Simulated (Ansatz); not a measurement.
BBi (model structure, started from the rocksalt type, Fm-3m, No. 225, 2 atoms in the cell)

All values below come from PBEsol (plane waves, PAW; Ansatz, an electronic-structure program).

Numerical settings: plane-wave cutoff 500 eV, 14×14×14 k mesh, Fermi–Dirac smearing 0.05 eV, scalar-relativistic PAW data made under PBE.

Cell (relaxed at this level):

```
BiB
1.0
    0.00000     2.60408     2.60408
    2.60408     0.00000     2.60408
    2.60408     2.60408     0.00000
Bi B
1 1
Direct
  0.00000   0.00000   0.00000
  0.50000   0.50000   0.50000
```

```
Item      Value
--------  -----
band gap   none
```

Note: the relaxation could raise the start's symmetry but not lower it, so the cell can be a saddle point.

Spin–orbit coupling is not included; it can shift volumes and moduli of such heavy elements.

Static lattice: no zero-point or thermal effects.

A model structure was made by putting elements into a prototype or built by hand; it is no filed structure, need not be a known phase, and can be a saddle point held by its symmetry.
